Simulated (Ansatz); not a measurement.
## InSb: pressure series

Base system: InSb in the zinc blende structure (space group F-43m, No. 216).

```
CELL_PARAMETERS angstrom
      0.00000     3.22485     3.22485
      3.22485     0.00000     3.22485
      3.22485     3.22485     0.00000
ATOMIC_POSITIONS crystal
  In 0.00000 0.00000 0.00000
  Sb 0.25000 0.25000 0.25000
```

Cell and atoms are relaxed at each pressure.

Calculations: LDA/PAW in Ansatz (a quantum-chemistry and plane-wave program), spin-orbit coupling left out.

```
variant            band gap  volume per atom
-----------------  --------  ---------------
base                   zero         33.54 Å³
pressure −2 GPa        zero         35.20 Å³
pressure −1 GPa        zero         34.31 Å³
pressure 0.9 GPa       zero         32.92 Å³
pressure 2.1 GPa       zero         32.19 Å³
pressure 4.5 GPa    0.12 eV         30.96 Å³
pressure 9 GPa            …                …
pressure 15 GPa     0.77 eV         27.47 Å³
pressure 22.5 GPa   0.63 eV         25.87 Å³
pressure 30 GPa     0.51 eV         24.63 Å³
```

**Question.** Complete the table.

**Answer.** 
- pressure 9 GPa, band gap: 0.47 eV
- pressure 9 GPa, volume per atom: 29.19 Å³

Spin-orbit coupling, missing from the scalar runs, can matter with Sb. Load acts through the strain it causes; cell and atoms are relaxed under it. No phonon test of stability was made. Tetrahedral semiconductors of this kind turn to denser phases somewhere between about 1 and 50 GPa; those were not computed, so compressed cells here can lie past the real transition. The final runs are not spin-polarised. The zero or small gap of InSb can change with the level of theory.
